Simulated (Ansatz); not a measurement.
```
CELL_PARAMETERS angstrom
      0.00000     2.28996     2.28996
      2.28996     0.00000     2.28996
      2.28996     2.28996     0.00000
ATOMIC_POSITIONS crystal
  Li 0.75000 0.75000 0.75000
  Li 0.25000 0.25000 0.25000
  O  0.00000 0.00000 0.00000
```

Level of theory: PBEsol, rigid bands (plane waves, PAW, scalar-relativistic; Ansatz, a first-principles code). Geometry: cell and atoms relaxed with PBEsol.

Problem. Predict the electron conductivity mass (n e² τ/σ) at 300 K, by direction if it differs.

Solution. 0.52 mₑ.

Problem. What conductivity effective mass do dilute holes have at 300 K?

Solution. 2.1 mₑ.

Problem. And the band gap?

Solution. 4.88 eV at this level; semilocal functionals usually fall short of the measured gap.

Rigid bands, one relaxation time for all states, no polarons. Spin-orbit coupling is left out.
